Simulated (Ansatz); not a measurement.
We consider RuPdN2 (model structure, started from the PtCoO2 type, R-3m, No. 166, 4 atoms in the cell), described by PBEsol (PAW; Ansatz, a quantum-chemistry and plane-wave program).

Input:

Ansatz 0.2 input:
```yaml
crystal:
  lattice:
    - [1.3981445373, 0.8072189491, 6.3024278104]
    - [-1.3981445373, 0.8072189491, 6.3024278104]
    - [0.0, -1.6144384258, 6.3024277429]
  atoms:
    - { symbol: Ru, position: [0.5, 0.5, 0.5] }
    - { symbol: Pd, position: [0.0, 0.0, 0.0] }
    - { symbol: N, position: [0.8976111297, 0.8976111297, 0.8976111297] }
    - { symbol: N, position: [0.1023888703, 0.1023888703, 0.1023888703] }
basis:
  ecutwfc: 520
  ecutrho_ratio: 4
  xc_grid: 2
kpoints:
  mp_grid: { grid: [22, 22, 22] }
hamiltonian:
  xc: pbesol
  dispersion: none
  pseudopotentials: { kind: paw }
scf:
  occupations: { method: fermi_dirac, width: 0.05 }
output:
  forces: true
  stress: true
  eigenvalues: true
relax:
  f_tol: 0.004
  escape_saddle: false
  max_steps: 80
  cell: { stress_tol: 0.02, fix: [volume] }
```

From the output:

```
Relaxation: its limit of steps is 80 (relax.max_steps)
Crystal: 4 atoms, lattice volume = 42.678 Å³
Basis set: ecut = 520 eV, 1139 PW (Γ), FFT grids on a1−a3, a2−a3, a3, exchange–correlation on 48×48×100 points (8 copies of the dense FFT grid, shifted against one another)
Bands: 27, of which v1, the nominal top of the filled ones, is band 22 counted from 1 (21 counted from 0)
Symmetry: 12 space group operations
Space group: R-3m (ITA 166), of the structure as read, at distance tolerance 3.5e-5 Å
k-points: 1024 of 10648
Functional: x = pbesol(κ = 0.804, μ = 0.12345679012345678), c = pbesol(β = 0.046)
SCF iter   1: F=—  HF=-13478.565280 eV  |F-HF|=—  |Δ(HF+E_count)|=         —  Δρ=1.87e-2  dr2=1.40e-1
SCF iter   2: F=—  HF=-13478.543242 eV  |F-HF|=—  |Δ(HF+E_count)|=   2.20e-2  Δρ=8.08e-3  dr2=2.64e-2
  ...
SCF 1 converged in 7 iterations: F = -13478.537584 eV  dr2 = 6.54e-8
Crystal: 4 atoms, lattice volume = 42.678 Å³
Initial density: handed on by an earlier stage of this run
SCF 2 converged in 6 iterations: F = -13478.540527 eV  dr2 = 1.67e-8
Crystal: 4 atoms, lattice volume = 42.678 Å³
SCF 3 converged in 6 iterations: F = -13478.540862 eV  dr2 = 8.22e-9
Crystal: 4 atoms, lattice volume = 42.678 Å³
SCF iter   5: F=—  HF=-13478.540877 eV  |F-HF|=—  |Δ(HF+E_count)|=  3.64e-12  Δρ=1.89e-7  dr2=2.22e-11
SCF iter   6: F=-13478.540877 eV  HF=-13478.540877 eV  |F-HF|=3.64e-12  |Δ(HF+E_count)|=  7.28e-12  Δρ=9.46e-8  dr2=4.15e-12
SCF 4 converged in 6 iterations: F = -13478.540877 eV  dr2 = 4.15e-12
SCF converged after 6 iterations
Free energy (F): -13478.540877 eV
Internal energy: -13478.509886 eV  (E = F + TS)
E sigma→0 (E₀):  -13478.525382 eV
Fermi energy:    17.541926 eV
--- Forces (eV/Å), atoms counted from 1 ---
  atom   1  Ru    -0.00000000    -0.00000000    -0.00000000
  atom   2  Pd    -0.00000000     0.00000000     0.00000000
  atom   3  N      0.00000000    -0.00000000     0.00244684
  atom   4  N     -0.00000000     0.00000000    -0.00244684
--- Stress (GPa, compression-positive) ---
        4.796201      -0.000000       0.000000
       -0.000000       4.796201       0.000000
        0.000000       0.000000       4.783134
  P = ⅓ Tr σ = 4.7918 GPa (47.918 kbar)
```

The cell is one volume of an energy–volume scan, off the minimum.

The PAW data were made under PBE.

Note: the run has no spin polarisation, so it can have missed a magnetic state. Note: the relaxation could raise the start's symmetry but not lower it, so the cell can be a saddle point.

Computing time: very roughly 2.9 core-minutes.

A model structure was made by putting elements into a prototype or built by hand; it is no filed structure, need not be a known phase, and can be a saddle point held by its symmetry.
